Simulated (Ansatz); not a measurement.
# Defect calculation: S vacancy in metastable zinc-blende CdS

All values below come from PBE, PAW (plane waves to 420 eV; Ansatz, a first-principles code). Cell: 64 sites, 2×2×2 repeats of a cell of 8 atoms; final energies on a 2×2×2 shifted mesh. Site at the start: the S site. Energies of charged states are corrected for periodic images (point charge plus alignment at distant sites). Dielectric constants: PBE linear response of the host. Host gap at this level: 1.04 eV. Finite-size and sampling errors can reach tenths of an eV here. PBE underestimates the host's gap, which shifts levels and can delocalise carriers. Spin–orbit coupling is left out. Each state is the lowest found from its start.

Formation energies E_f are given with the Fermi level at the valence-band maximum. Chemical conditions: Cd-rich (Δμ(S) = -1.33 eV; only phases computed here count, gases as isolated molecules at 0 K); S-rich (Δμ(S) = 0.00 eV; only phases computed here count, gases as isolated molecules at 0 K). Reference phases: S: S8 molecule in a box.

Charges with a result: +2, +1, 0, −1. Others weren't obtained, and one of them could lie lower, also by skipping a charge.

| charge | moment (μB) | largest move off a lattice site (Å) | image correction with alignment (eV) | E_f, Cd-rich (eV) | E_f, S-rich (eV) |
|---|---|---|---|---|---|
| +2 | not spin-polarised | 0.61 | 0.32 | -0.60 | 0.73 |
| +1* | quenched | 0.58 | – | – | – |
| 0 | not spin-polarised | 0.41 | 0.00 | 1.44 | 2.77 |
| −1* | quenched | 0.48 | – | – | – |

* At this level the carrier isn't localised at the defect: at charge +1 electrons occupy the conduction band; at charge −1 electrons occupy the conduction band. Such a state is shallow or no state of the defect, and this cell gives it no level.

Starting moments that weren't kept: charge +1 began with 1 μB and ended with 0.0; charge −1 began with 1 μB and ended with 0.0.

All states together cost around 4 core-hours (rough).
